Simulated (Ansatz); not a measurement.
Start from Ge in the diamond structure (space group Fd-3m, No. 227; a = 5.762 Å).

Calculations: Ansatz (a first-principles code), PBE, PAW, cutoff 420 eV, spin-orbit coupling left out.

Strains are applied to the cell and any free atomic positions relax.

One change was made to it. Results:

The energy goes up by 8.4 meV/atom; the pressure goes from zero to -2.4 GPa.

Task: Name the change that was made.
A) isotropic strain −1.00 %
B) isotropic strain +1.50 %
C) isotropic strain +2.50 %

Result: B, isotropic strain +1.50 %. For comparison, the energy relative to the base in the other runs: isotropic strain −1.00 % gives +4.1 meV/atom; isotropic strain +2.50 % gives +22 meV/atom.

Whether these cells are dynamically stable was not tested.
